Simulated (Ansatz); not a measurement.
## What Se → Ru does to CdSe

Consider CdSe in the zinc blende structure (space group F-43m, No. 216; a = 6.1333 Å).

Modification: every Se is replaced by Ru; the structure is relaxed again.

Calculations: r2SCAN in Ansatz (plane waves to 500 eV, PAW, no spin-orbit coupling). Γ-centred 14×14×14 mesh, Fermi–Dirac width 0.05 eV, for the changed cell.

The volume per atom falls by 2.86 Å³, from 28.84 Å³ to 25.98 Å³ and the density increases by 1.31 g/cm³ to 6.82 g/cm³. The space group remains F-43m (No. 216) and the shortest interatomic distance decreases by 0.091 Å (2.656 Å → 2.565 Å). The band gap changes from 1.04 eV to zero.

Final structure:

```
CELL_PARAMETERS angstrom
      0.00000     2.96166     2.96166
      2.96166     0.00000     2.96166
      2.96166     2.96166     0.00000
ATOMIC_POSITIONS crystal
  Ru 0.25000 0.25000 0.25000
  Cd 0.00000 0.00000 0.00000
```

Cost of the whole job for the changed cell (relaxation, final SCF and bands): roughly 2.5 core-minutes.

Stability against distortions was not tested. As relaxed here, CdRu is a hypothetical phase, not in the database extracts checked. All final runs are without spin polarisation. CdRu has a high density of states at the Fermi level and may be magnetic at this level.

Ansatz is a quantum-chemistry and plane-wave program.
